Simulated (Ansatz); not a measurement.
N on the 1x1 (110) surface of bcc W, one in a 2x2 cell, energies for each (28.7 Å²). Energies are against ½ N2(g), without zero-point or thermal terms; each row is named by its start.

Method: PBE (plane waves to 420 eV, PAW; Ansatz, an electronic-structure program).

Set-up: 17 atoms, 6.6 Å thick at the start under the adsorbate (thin: gaps and levels are the slab's own); mesh 6x6x1; 0.1 eV smearing; dipole correction on; 8 atoms held, the rest relaxed; each run with such symmetry as its start has; spin where the adsorbate may keep a moment, no spin-orbit, no U, no dispersion correction.

A negative adsorption energy means that the adsorbate is more stable on the surface than in its reference. Heights count from the host atoms within 0.3 Å of the top one.

```json
[
 {"starting site": "top W", "E_ads (eV)": "0.59", "height (Å)": "1.91", "nearest host atom (Å)": "W 1.76", "bonded to": "W", "Δ work function (eV)": "1.44", "lateral drift (Å)": "0.0", "moment (μB)": "0.0"},
 {"starting site": "hollow W-W-W", "E_ads (eV)": "-1.91", "height (Å)": "1.12", "nearest host atom (Å)": "W 1.97", "bonded to": "3 W", "Δ work function (eV)": "0.16", "lateral drift (Å)": "0.2", "moment (μB)": "–"},
 {"starting site": "bridge W-W (span 2.8 Å)", "E_ads (eV)": "-1.12", "height (Å)": "1.36", "nearest host atom (Å)": "W 1.91", "bonded to": "2 W", "Δ work function (eV)": "0.42", "lateral drift (Å)": "0.0", "moment (μB)": "–"},
 {"starting site": "bridge W-W (span 3.2 Å)", "E_ads (eV)": "-1.91", "height (Å)": "1.11", "nearest host atom (Å)": "W 1.96", "bonded to": "4 W", "Δ work function (eV)": "0.16", "lateral drift (Å)": "0.0", "moment (μB)": "–"}
]
```
